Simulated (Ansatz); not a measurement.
# InAs: alloy series

The reference is InAs in the zinc blende structure (space group F-43m, No. 216).

```
CELL_PARAMETERS angstrom
      0.00000     3.05455     3.05455
      3.05455     0.00000     3.05455
      3.05455     3.05455     0.00000
ATOMIC_POSITIONS crystal
  As 0.75000 0.75000 0.75000
  In 0.00000 0.00000 0.00000
```

The other end (x = 1) is GaAs in the zinc blende structure (space group F-43m, No. 216): 22.75 Å³/atom, gap 0.96 eV.

Ga replaces a fraction x of In; each row is one arrangement (x, atoms in the cell, starting space group or random), fully relaxed.

Calculations: r2SCAN (Ansatz, a program for electronic structure; PAW; 500 eV plane waves; scalar-relativistic without spin-orbit coupling).

Notes on the quantities. bowing parameter b of this ordering: Eg = [1−x] Eg[0] + x Eg[1] − b x [1−x]; deviation of the volume from the linear: Vegard-type) interpolation.

| variant | shortest interatomic distance | bowing parameter b of this ordering | deviation of the volume from the linear |
|---|---|---|---|
| base | 2.645 Å | – | – |
| x(Ga) = 0.25, 8 atoms, Cm | 2.459 Å | 1.0 eV | -0.2 % |
| x(Ga) = 0.25, 8 atoms, P-4m2 | 2.505 Å | 0.8 eV | -0.2 % |
| x(Ga) = 0.5, 8 atoms, Cm | (withheld) | 0.7 eV | (withheld) |

**Question.** Complete the table.

**Answer.** 
- x(Ga) = 0.5, 8 atoms, Cm, shortest interatomic distance: 2.449 Å
- x(Ga) = 0.5, 8 atoms, Cm, deviation of the volume from the linear: -0.5 %

Each cell is one ordered arrangement of few atoms, which overstates ordering effects compared with a random alloy. Whether these cells are dynamically stable was not tested.
